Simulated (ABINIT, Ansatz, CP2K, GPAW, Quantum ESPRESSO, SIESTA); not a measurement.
## One structure in several programs: Rb2MnF5 (P4/mmm, 8 atoms in the cell)

Self-consistent single point.

```
CELL_PARAMETERS angstrom
      5.98546     0.00000     0.00000
      0.00000     5.98546     0.00000
      0.00000     0.00000     4.16372
ATOMIC_POSITIONS crystal
  Rb 0.00000 0.50000 0.50000
  Rb 0.50000 0.00000 0.50000
  Mn 0.00000 0.00000 0.00000
  F  0.00000 0.00000 0.50000
  F  0.77948 0.77948 0.00000
  F  0.22052 0.22052 0.00000
  F  0.22052 0.77948 0.00000
  F  0.77948 0.22052 0.00000
```
Moments meant for the start (each program seeds them in its own way; μB, in the order of the atoms Rb Rb Mn F F F F F): 0.0 0.0 4.0 0.0 0.0 0.0 0.0 0.0.

All programs got the same cell, k-point mesh and kind of occupations, and the same starting moments (in Ansatz's words: kpoints.mp_grid.grid = 3 3 4; magnetization.spin_polarized = true; scf.occupations.method = fermi_dirac; scf.occupations.width = 0.0037 Ry); potentials, basis and cutoffs are each program's usual ones.

```
code                                                                                                                                      model  pressure (GPa)  largest force (eV/Å)  size of the net moment (μB/atom)  k-points       cutoff
----------------  -----------------------------------------------------------------------------------------------------------------------------  --------------  --------------------  --------------------------------  --------  -----------
CP2K                                                                 PBEsol, GPW, DZVP-MOLOPT-SR-GTH basis, GTH-PBE potentials (GTH_POTENTIALS)            0.23                 0.077                              0.50        19  grid 600 Ry
Quantum ESPRESSO                                                                           PBEsol, GBRV 1.5 ultrasoft (PBESOL) pseudopotentials           -0.27                 0.096                              0.50         9        50 Ry
GPAW                                                                                      PBEsol, GPAW PAW datasets PBEsol (made by gpaw-setup)               –                 0.099                              0.50         9       900 eV
Ansatz                                                                                                          PBEsol, PAW files made with PBE           -0.51                 0.111                              0.50         9      default
SIESTA            GGA PBEsol, numerical atomic orbitals DZP, PseudoDojo PBEsol standard norm-conserving potentials (rewritten from UPF to PSML)           -0.60                 0.008                              0.50        20  grid 350 Ry
ABINIT                                                                                       PBEsol, PAW (JTH v2.0 PBE PAW, files made for PBE)           -0.36                 0.047                              0.50         9        30 Ha
```

A dash marks a value that a program does not give, or that is left out as unsure.

The spread over the programs that give each value: pressure within 0.83 GPa; largest force within 0.103 eV/Å; size of the net moment within 0.00 μB/atom.

The starting cell comes from a database of computed structures (which also holds hypothetical and non-ambient phases and stackings), without a prior relaxation at this level. On Ansatz's run: With one magnetic atom in the cell only a parallel order is possible.

Question: Why do the programs differ, and what cannot be compared?

Answer: Differences of this kind can come from the potentials, where these differ, and from what each basis and cutoff leave unconverged. The zero of total energies and Fermi levels follows the potentials and each program's conventions, so they are not compared here. CP2K and SIESTA use small atom-centred bases, whose incompleteness enters pressures, forces and empty levels differently from a plane-wave cutoff. Ansatz's pressure is given at a fixed set of plane waves, as the other plane-wave codes print theirs; with its correction for the finite basis it is -0.21 GPa (the shift of 0.30 GPa shows how far the cutoff is from converged). Ansatz's smearing width was typed in Ry to four decimals, so it matches the others to a few per cent. The pressure of GPAW is left out: its cutoff lies under the one at which its stress was checked. Site moments depend on each program's spheres or projections; the total moment of the cell does not. The programs reduce the same mesh by symmetry to different extents, which changes the work and not the result. In the force vectors, CP2K (by 0.149) and GPAW (by 0.170) lie more than 0.08 eV/Å from the median of the plane-wave programs.

The shared mesh is coarse (it stands for a supercell whose shortest vector is 17 Å), so the values are not converged in it.

Left out of this page: FLEUR (stopped by limits of time or memory).

Ansatz is a program for electronic structure.

Keys are those of Ansatz 0.2.
